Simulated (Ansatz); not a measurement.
Results of rVV10 (PAW; Ansatz, a first-principles code) for SiO2 (P4₁2₁2, No. 92).

Numerical settings: plane-wave cutoff 520 eV, 8×8×6 k mesh (along the axes of the cell as run), Fermi–Dirac smearing 0.01 eV, scalar-relativistic PAW data made under PBE.

The cell is scaled about its equilibrium volume:

Shape and atoms are relaxed at each volume.

```json
[
 {"V (Å³/atom)": "13.342", "P (GPa)": "0.84", "direct gap at Γ (eV)": "5.341", "c (Å)": "6.703", "a (Å)": "4.887"},
 {"V (Å³/atom)": "13.620", "P (GPa)": "0.40", "direct gap at Γ (eV)": "5.304", "c (Å)": "6.761", "a (Å)": "4.917"},
 {"V (Å³/atom)": "13.898", "P (GPa)": "0.00", "direct gap at Γ (eV)": "5.267", "c (Å)": "6.822", "a (Å)": "4.944"},
 {"V (Å³/atom)": "14.176", "P (GPa)": "-0.34", "direct gap at Γ (eV)": "5.232", "c (Å)": "6.880", "a (Å)": "4.972"},
 {"V (Å³/atom)": "14.454", "P (GPa)": "-0.65", "direct gap at Γ (eV)": "5.197", "c (Å)": "6.939", "a (Å)": "5.000"}
]
```

A straight line through the gaps at Γ against ln V gives a volume deformation potential dE_g(Γ)/d ln V of -1.8 eV: the gap at Γ widens under compression.

Note: the bulk modulus comes from volumes at which shape and atoms were relaxed.
